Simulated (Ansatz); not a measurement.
Band structure of InNi₃N (Pm-3m, 5 atoms in the cell).

```
InNi3N
1.0
    3.83986     0.00000     0.00000
    0.00000     3.83986     0.00000
    0.00000     0.00000     3.83986
In Ni N
1 3 1
Direct
  0.00000   0.00000   0.00000
  0.50000   0.50000   0.00000
  0.00000   0.50000   0.50000
  0.50000   0.00000   0.50000
  0.50000   0.50000   0.50000
```

Method: LDA (PW92), PAW files made with PBE (plane waves; Ansatz, a program for electronic structure).

Settings: basis.ecutwfc = 30.9 Ry; kpoints.mp_grid.grid = 9 9 9; hamiltonian.xc = lda; hamiltonian.pseudopotentials = {kind: paw} (the program's default PAW files); scf.occupations.method = gaussian; scf.occupations.width = 0.0073 Ry; kpoints.band_path.npoints = 8.

The starting cell comes from a database of computed structures (which also holds hypothetical and non-ambient phases and stackings), without a prior relaxation at this level. Spin polarisation is off, so a magnetic state, if there is one, cannot be reached.

Levels in eV from the Fermi level, bands 33 to 40:
| point | 33 | 34 | 35 | 36 | 37 | 38 | 39 | 40 |
|---|---|---|---|---|---|---|---|---|
| Γ | -0.87 | -0.87 | -0.87 | -0.74 | 0.81 | 2.31 | 2.31 | 2.31 |
| X | -1.29 | -0.86 | -0.76 | -0.76 | 1.06 | 1.36 | 3.83 | 3.83 |
| M | -1.39 | -0.96 | -0.50 | -0.50 | -0.11 | 3.05 | 3.21 | 3.21 |
| R | -1.34 | -0.88 | -0.88 | -0.88 | 0.61 | 0.61 | 0.61 | 1.31 |

Bands cross the Fermi level along this path, so the cell is metallic at this level.

Keys are those of Ansatz 0.2.
